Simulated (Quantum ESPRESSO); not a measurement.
A self-consistent single point of SiC (P6_3mc, 12 atoms in the cell) with Quantum ESPRESSO.

Computed with PBE, GBRV 1.5 ultrasoft (PBE) pseudopotentials (plane waves; Quantum ESPRESSO 7.5).

```
CELL_PARAMETERS angstrom
      3.10216     0.00000     0.00000
     -1.55108     2.68655     0.00000
      0.00000     0.00000    15.22339
ATOMIC_POSITIONS crystal
  Si 0.33333 0.66667 0.83299
  Si 0.66667 0.33333 0.33299
  Si 0.66667 0.33333 0.66650
  Si 0.33333 0.66667 0.16650
  Si 0.00000 0.00000 0.49973
  Si 0.00000 0.00000 0.99973
  C  0.00000 0.00000 0.87437
  C  0.00000 0.00000 0.37437
  C  0.33333 0.66667 0.70800
  C  0.66667 0.33333 0.20800
  C  0.66667 0.33333 0.54152
  C  0.33333 0.66667 0.04152
```

Reference input (self-consistent single point, DFT, PBE, plane waves, GBRV 1.5 ultrasoft (PBE) pseudopotentials): ecutwfc = 40 Ry; ecutrho = 200 Ry; occupations = smearing; smearing = gaussian; degauss = 0.000734986 Ry; potentials = {Si: si_pbe_v1.uspp.F.UPF, C: c_pbe_v1.2.uspp.F.UPF}; K_POINTS = automatic 10 10 2 0 0 0; conv_thr = 1e-10 Ry. This run's input differs from it in these lines:

```diff
@@ -13,4 +13,4 @@
   ntyp = 2
-  ecutwfc = 40
-  ecutrho = 200
+  ecutwfc = 20
+  ecutrho = 100
   occupations = 'smearing'
```

Output (repeated stretches shortened):

```
     Self-consistent Calculation

     iteration #  1     ecut=    20.00 Ry     beta= 0.70

---- Real-time Memory Report at c_bands before calling an iterative solver
            89 MiB given to the printing process from OS
            35 MiB allocation reported by mallinfo(arena+hblkhd)
------------------

     total energy              =    -125.79061371 Ry
     estimated scf accuracy    <       2.43465851 Ry

     iteration #  2     ecut=    20.00 Ry     beta= 0.70

---- Real-time Memory Report at c_bands before calling an iterative solver
           121 MiB given to the printing process from OS
   [... lines left out ...]

---- Real-time Memory Report at c_bands before calling an iterative solver
           125 MiB given to the printing process from OS
            50 MiB allocation reported by mallinfo(arena+hblkhd)
------------------

     total energy              =    -126.63882098 Ry
     estimated scf accuracy    <          2.1E-10 Ry

     iteration # 12     ecut=    20.00 Ry     beta= 0.70

---- Real-time Memory Report at c_bands before calling an iterative solver
           125 MiB given to the printing process from OS
            50 MiB allocation reported by mallinfo(arena+hblkhd)
------------------
     End of self-consistent calculation

     the Fermi energy is    10.2734 ev

!    total energy              =    -126.63882098 Ry
     estimated scf accuracy    <          3.9E-11 Ry
     smearing contrib. (-TS)   =      -0.00000000 Ry
     internal energy E=F+TS    =    -126.63882098 Ry

     convergence has been achieved in  12 iterations

     Forces acting on atoms (cartesian axes, Ry/au):

     atom    1 type  1   force =     0.00000000    0.00000000    0.00002768
     atom    2 type  1   force =     0.00000000    0.00000000    0.00002768
     atom    3 type  1   force =     0.00000000    0.00000000    0.00004486
     atom    4 type  1   force =    -0.00000000    0.00000000    0.00004486
     atom    5 type  1   force =     0.00000000    0.00000000   -0.00001966
   [... lines left out ...]

     Total force =     0.000188     Total SCF correction =     0.000003

          total   stress  (Ry/bohr**3)                   (kbar)     P=      -74.36
  -0.00050395   0.00000000  -0.00000000          -74.13        0.00       -0.00
   0.00000000  -0.00050395  -0.00000000            0.00      -74.13       -0.00
  -0.00000000  -0.00000000  -0.00050866           -0.00       -0.00      -74.83

   JOB DONE.
```

The run converged in 12 iterations. Against the reference run the free energy goes up by 73.5 meV/atom, the pressure goes from -1.75 to -7.44 GPa, the largest force moves little (0.002 to 0.003 eV/Å) and the gap on the mesh goes from 2.041 to 1.990 eV.

The starting cell comes from a database of computed structures (which also holds hypothetical and non-ambient phases and stackings), without a prior relaxation at this level. Its lattice was rescaled by a random factor within 2.5 % of one. At the lowered cutoff the pressure carries the error of an incomplete plane-wave basis.
